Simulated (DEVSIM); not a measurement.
Device: Al0.35Ga0.65As/GaAs p-n heterojunction, at 400 K.

```csv
layer (left to right),material,thickness (μm),Nd (cm⁻³),Na (cm⁻³),τn (s),τp (s)
1,Al0.35Ga0.65As,0.410,-,4.9e16,1.3e-8,1.3e-8
2,GaAs,2.00,2.9e15,-,1.3e-8,1.3e-8
```

Left contact: ohmic. Right contact: ohmic. Voltage is applied to the left contact. Recombination: SRH at mid-gap. Mobility is constant in doping.

This is a model device: material constants are rounded textbook-type values typed into the input, and sizes, dopings and lifetimes were drawn at random. Values at 300 K; Nc and Nv go as T^1.5, mobilities as T to minus their exponent, the gap by Varshni's rule with the affinity fixed.

```
parameter         Al0.35Ga0.65As      GaAs
----------------  --------------  --------
gap (eV)                  1.8604     1.424
affinity (eV)             3.7935      4.07
permittivity               11.91      12.9
Nc (cm⁻³)                7.44e17    4.7e17
Nv (cm⁻³)                   9e18      9e18
μn (cm²/Vs)                 3495      8500
μp (cm²/Vs)                  176       400
T exponent of μn             2.1       2.1
T exponent of μp             2.2       2.2
Varshni α (eV/K)        0.000541  0.000541
Varshni β (K)                204       204
```

Simulated with DEVSIM: 1D drift-diffusion, Boltzmann statistics, complete ionisation; no tunnelling, impact ionisation, image-force lowering or self-heating. Band offsets follow the typed affinities; no thermionic-emission limit at abrupt steps, no polarisation charge.

The thickness of layer 1 was swept, all else fixed.

```csv
thickness of layer 1 (μm),dark forward voltage at 100 A/cm² (V)
0.082,0.996
0.14,0.997
0.25,0.998
0.41,1.001
0.7,…
1.2,1.012
2,1.024
```

Task: Some entries are withheld; supply them.

Result: 
- 0.7, dark forward voltage at 100 A/cm² (V): 1.005
